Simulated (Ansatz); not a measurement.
The starting structures come from a database of crystals and need not be the phases stable at ambient conditions.

The decay constant κ of evanescent states in the gap governs leakage through a thin film.

Here is the system:

```xyz
16
Lattice="5.3984 0.0000 0.0000 0.0000 6.7707 -0.0637 0.0000 2.5223 6.2837" Properties=species:S:1:pos:R:3 pbc="T T T"
Zr     0.0000     3.5844     4.6968
Zr     0.0000     5.7086     1.5231
Pb     2.5251     6.9697     4.6650
Pb     2.8733     2.3232     1.5550
F      4.0120     6.6260     2.7074
F      1.3864     2.6669     3.5125
F      4.0120     4.7911     0.3389
F      1.3864     4.5018     5.8811
F      1.3864     4.2640     1.1264
F      4.0120     5.0290     5.0935
F      1.3864     7.1532     1.9198
F      4.0120     2.1398     4.3001
F      4.5513     3.9679     2.6558
F      0.8471     5.3250     3.5641
F      4.5513     0.6785     0.4542
F      0.8471     8.6144     5.7658
```

Space group of this cell: Cmme. The cell was relaxed by PBE-D3(BJ); by r2SCAN its mean pressure is -2.1 GPa.

Transport runs along the normal of the first two printed cell vectors.

The gap is the functional's own. No spin-orbit coupling. Mid-gap values are interpolated on the energy grid.

**Question.** Estimate the band gap and the smallest decay constant κ at mid-gap that Ansatz (a quantum-chemistry and plane-wave program) with r2SCAN returns for this system.

**Answer.** Gap 5.58 eV on a 6×6×6 mesh; κ = 0.518 1/Å, at (0.000, 0.500) of the in-plane reciprocal vectors. At the zone centre, at the nearest computed energy, the slowest state has κ = 0.61 1/Å.
